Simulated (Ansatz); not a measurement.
# What uniaxial strain ε_xx = +0.52 % does to CsLiWO4

The parent structure is CsLiWO₄ (space group I-4, No. 82; a = 5.9001 Å, c = 8.1611 Å; a cell from a computed database, its experimental status unchecked). Axes: x, y, z lie along a, b, c of the conventional cell.

Now apply this change: uniaxial strain ε_xx = +0.52 %, all other strain components held at zero; the atoms relax in the strained cell.

Computed with Ansatz (a quantum-chemistry and plane-wave program) PBEsol, no spin-orbit coupling. Γ-centred 8×8×8 mesh, Fermi–Dirac width 0.05 eV.

The volume per atom increases by 0.11 Å³ to 20.40 Å³ and the space group changes from I-4 (No. 82) to C2 (No. 5). The shortest interatomic distance remains 3.365 bohr and the energy stays essentially unchanged. The pressure (mean of the normal stresses, compression positive) goes from zero to -0.14 GPa and the band gap drops by 0.01 eV to 4.83 eV. The gap character stays direct at Γ and the electron mass goes from 0.63 mₑ along c, 0.56 mₑ across (at Γ) to 0.63 mₑ along z, 0.56 mₑ across (at Γ). The valence-band top at Γ (three highest levels, from the VBM) goes from 0.00, 0.00, -0.12 eV to 0.00, -0.01, -0.12 eV and the valley order (the lowest conduction-band minima on the path, energy above the VBM, named in the base's zone) changes from Γ 4.84 eV; M (1/2, 1/2, 1/2) 5.12 eV to Γ 4.83 eV; M (1/2, 1/2, 1/2) 5.12 eV. The stress (xx, yy, zz, yz, xz, xy; compression positive) amounts to (-0.25, -0.07, -0.09, 0.00, 0.00, -0.02) GPa.

Final structure:

```
CsLiWO4
1.0
   -2.96540     2.95006     4.08054
    2.96540    -2.95006     4.08054
    2.96540     2.95006    -4.08054
Cs Li W O
1 1 1 4
Direct
  0.99951   0.99951   0.00000
  0.74960   0.24960   0.50000
  0.50025   0.50025   0.00000
  0.60969   0.44751   0.30847
  0.55270   0.86050   0.16129
  0.13904   0.30123   0.69153
  0.69921   0.39141   0.83871
```

Spin-orbit coupling, missing from the scalar runs, can matter with W. Masses are band curvatures over ±0.01 Å⁻¹ around the edge. Stability against distortions was not tested. Labels are those of the standard path for the cell's own space group.
